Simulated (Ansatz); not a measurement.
## Response to strain in CuAu

Start from CuAu (space group P4/mmm, No. 123; a = 2.813 Å, c = 3.593 Å; relaxed with 0.1 eV smearing). Axes: x, y, z lie along a, b, c of the conventional cell.

Strains are applied to the cell and any free atomic positions relax.

Method: Kohn–Sham DFT with the PBEsol functional, run in Ansatz (a program for electronic structure) with PAW and 420 eV plane waves, no SOC.

Notes on the quantities. energy relative to the base: free energy F; pressure: mean of the normal stresses, compression positive.

```
variant                      energy relative to the base  pressure  shortest interatomic distance
---------------------------  ---------------------------  --------  -----------------------------
base                                          0 meV/atom   0.0 GPa                     5.065 bohr
tensor shear ε_xz = +1.14 %                   (withheld)   0.1 GPa                     5.024 bohr
tensor shear ε_xz = +0.57 %                   (withheld)   0.0 GPa                     5.045 bohr
tensor shear ε_xz = +0.29 %                +0.1 meV/atom   0.0 GPa                     5.054 bohr
tensor shear ε_xz = +0.86 %                +0.9 meV/atom   0.1 GPa                     5.034 bohr
tensor shear ε_xz = +2.00 %                +5.1 meV/atom   0.3 GPa                     4.994 bohr
tensor shear ε_xz = +1.43 %                +2.6 meV/atom   0.2 GPa                     5.014 bohr
tensor shear ε_xz = +1.71 %                +3.7 meV/atom   0.2 GPa                     5.004 bohr
```

Q: What belongs in the blanks?

A: 
- tensor shear ε_xz = +1.14 %, energy relative to the base: +1.6 meV/atom
- tensor shear ε_xz = +0.57 %, energy relative to the base: +0.4 meV/atom

Stability against distortions was not tested. All final runs are without spin polarisation.
